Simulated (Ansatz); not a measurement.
Checking a run of Ansatz (a program for electronic structure) on VAgS₂O₈ (C2/m, 12 atoms in the cell). The aim is a self-consistent single point with DFT, PBEsol, plane waves, default PAW files made with PBE.

Cell that was meant: a = 4.8713 Å, b = 4.8713 Å, c = 7.4379 Å, α = 91.23°, β = 91.23°, γ = 65.22°.

Part of the input:

Ansatz 0.2 input:
```yaml
    - [4.10342500, 2.62512500, 0.00000000]
    - [-0.18922400, 0.00000000, 7.43544300]
  atoms:
    - { symbol: V, position: [0.00000000, 0.00000000, 0.00000000] }
    - { symbol: Ag, position: [0.00000000, 0.00000000, 0.50000000] }
    - { symbol: S, position: [0.36229000, 0.36229000, 0.21513000] }
    - { symbol: S, position: [0.63771000, 0.63771000, 0.78487000] }
[...]
hamiltonian:
  xc: pbesol
  pseudopotentials: { kind: paw }
scf:
  occupations: { method: gaussian, width: 0.02 }
output:
  forces: true
```

The program printed (abridged):

```
WARN ansatz: RAYON_NUM_THREADS=1 ignored (pool sized by the plan → 1); use --threads N
Pseudopotentials: kind: paw
   [... lines left out ...]
PAW frozen core: O, regenerated for the run's functional, and the local potential with it
Initial density: superposition of atomic densities (neutral atoms: chi_scale 0, normalization atom), corrected by the library's trained network
Initial wavefunctions: pseudopotential atomic-orbital guess
Eigensolver: davidson
Functional: x = pbesol(κ = 0.804, μ = 0.12345679012345678), c = pbesol(β = 0.046)
SCF iter   1: F=—  HF=-16659.792953 eV  |F-HF|=—  |Δ(HF+E_count)|=         —  Δρ=1.64e-2  dr2=3.61e-1  ethr=1.77e-3  ⟨swp⟩=6.2  Hψ=1964  notcnv=0  defer=2
all-band conjugate gradients solve this SCF's bands
preconditioner: auto → LDOS
SCF iter   2: F=—  HF=-16659.791104 eV  |F-HF|=—  |Δ(HF+E_count)|=   1.85e-3  Δρ=2.66e-2  dr2=4.21e-1  ethr=3.92e-4  ⟨swp⟩=2.0  Hψ=904  notcnv=0  defer=56
   [... lines left out ...]
SCF iter  15: F=—  HF=-16659.713015 eV  |F-HF|=—  |Δ(HF+E_count)|=   1.07e-6  Δρ=3.50e-5  dr2=1.92e-6  ethr=8.22e-9  ⟨swp⟩=2.0  Hψ=426  notcnv=0  defer=56
SCF iter  16: F=—  HF=-16659.713015 eV  |F-HF|=—  |Δ(HF+E_count)|=   2.74e-7  Δρ=1.92e-5  dr2=6.09e-7  ethr=2.09e-9  ⟨swp⟩=2.0  Hψ=426  notcnv=0  defer=56
SCF iter  17: F=-16659.713015 eV  HF=-16659.713015 eV  |F-HF|=6.06e-8  |Δ(HF+E_count)|=   5.44e-8  Δρ=9.36e-6  dr2=9.45e-8  ethr=1.09e-10  ⟨swp⟩=9.9  Hψ=2223  notcnv=0
SCF 1 converged in 17 iterations: F = -16659.713015 eV  dr2 = 9.45e-8
Free energy (F): -16659.713015 eV
Internal energy: -16659.705877 eV  (E = F + TS)
E sigma→0 (E₀):  -16659.709446 eV
Entropy (-TS):   -0.007138 eV (-0.595 meV/atom)
Fermi energy:    6.869418 eV
--- Forces (eV/Å), atoms counted from 1 ---
  atom   1  V      0.00000000     0.00000000     0.00000000
  atom   2  Ag     0.00000000     0.00000000     0.00000000
  atom   3  S      0.20289365     0.00000000     0.12136992
  atom   4  S     -0.20289365     0.00000000    -0.12136992
  atom   5  O     -0.19295336     0.00000000     0.19355308
  atom   6  O      0.19295336     0.00000000    -0.19355308
  atom   7  O     -0.04956981     0.48595718    -0.42782741
   [... lines left out ...]
  atom  12  O      0.93849058     0.00000000     0.49492594
--- Stress (GPa, compression-positive) ---
       -4.936810       0.000000      -0.015171
        0.000000      -4.141229      -0.000000
       -0.015174      -0.000000      -4.130224
  P = ⅓ Tr σ = -4.4028 GPa (-44.028 kbar)
  The stress holds the Pulay correction. Without it, at fixed plane waves, as pw.x and ABINIT print it: P = -5.0615 GPa
```

Q: Is anything amiss in this input, and did it matter?

A: The run is not sound. The fault is no spin polarisation for a cell with magnetic atoms. A run without spin cannot form moments, so any exchange energy of the magnetic state is missed. To fix it, switch spin polarisation on and give starting moments. The run converged in 17 iterations without an error; against the sound input the free energy goes up by 74.3 meV/atom, the pressure goes from -4.07 to -4.40 GPa, the largest force goes from 0.587 to 1.061 eV/Å and the net moment of 0.17 μB/atom is absent without spin.

An input that runs soundly differs in these lines (not the only fix; some lines may just follow from the change or write a value another way):
```diff
-    - { symbol: V, position: [0.00000000, 0.00000000, 0.00000000] }
+    - { symbol: V, position: [0.00000000, 0.00000000, 0.00000000], spin: 2.0 }
+magnetization:
+  spin_polarized: true
```

With that input, the run converged in 13 iterations: free energy E − TS (on the zero of these files) -16660.6049 eV; Fermi level (on the code's own zero) 6.24 eV; pressure -4.07 GPa; largest force (vector length) 0.587 eV/Å; size of the cell's spin moment 2.00 μB (DFT, PBEsol, plane waves, default PAW files made with PBE).

On the sound input: the starting cell comes from a database of computed structures (which also holds hypothetical and non-ambient phases and stackings), without a prior relaxation at this level. With one magnetic atom in the cell only a parallel order is possible. With a pressure of about -4 GPa the cell is away from its equilibrium volume at this level. Ansatz's pressure includes its estimate of the finite-basis (Pulay) stress. Without the estimate this run gives -4.73 GPa. Without a gap this mesh is coarse (it stands for a supercell whose shortest vector is 15 Å).
